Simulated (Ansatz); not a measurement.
Reference: TiOs (Pm-3m), PBEsol, DFPT electron-phonon coupling, linearised Boltzmann equation (plane waves, PAW, scalar-relativistic; Ansatz, a first-principles code); geometry: relaxed with this functional, without spin-orbit coupling.

```
OsTi
1.0
    3.06141     0.00000     0.00000
    0.00000     3.06141     0.00000
    0.00000     0.00000     3.06141
Ti Os
1 1
Direct
  0.50000   0.50000   0.50000
  0.00000   0.00000   0.00000
```

| Item | Value |
|---|---|
| resistivity at 300 K | 3.9 μΩ·cm |
| mean free path at 300 K | 56 nm |
| electron-phonon coupling λ | 0.094 |
| logarithmic mean phonon energy | 25 meV |

**Question.** Swap Os for Ru, keeping the structure type. How do these values move?

**Answer.** TiRu (Pm-3m): volume per atom 14.3 to 14.1 Å³; resistivity at 300 K rises (3.9 μΩ·cm to 5.2 μΩ·cm); mean free path at 300 K falls (56 nm to 34 nm); electron-phonon coupling λ rises (0.094 to 0.139); logarithmic mean phonon energy stays about the same (25 meV to 27 meV).

**Question.** Replace Ti by Al on the same sites and relax. What happens?

**Answer.** OsAl (Pm-3m): volume per atom 14.3 to 13.4 Å³; resistivity at 300 K rises (3.9 μΩ·cm to 6.7 μΩ·cm); mean free path at 300 K falls (56 nm to 9.0 nm); electron-phonon coupling λ rises (0.094 to 0.42); logarithmic mean phonon energy falls (25 meV to 14.6 meV).

Moves up to 15 % count as about the same. Metals; harmonic phonons alone scatter; means over directions. The mean free path is weighted by the current that each state carries. Halving the electron mesh moves these values by up to 10 %; q meshes are mostly untested. Spin-orbit coupling is left out.

Formula and space group known from diffraction (Crystallography Open Database), not checked to be the room-temperature form: TiOs (Pm-3m), TiRu (Pm-3m). Computed structure with no diffraction record at hand here (it may be known, metastable or hypothetical): OsAl (Pm-3m). The missing spin-orbit coupling matters most for OsAl (Pm-3m), TiOs (Pm-3m).
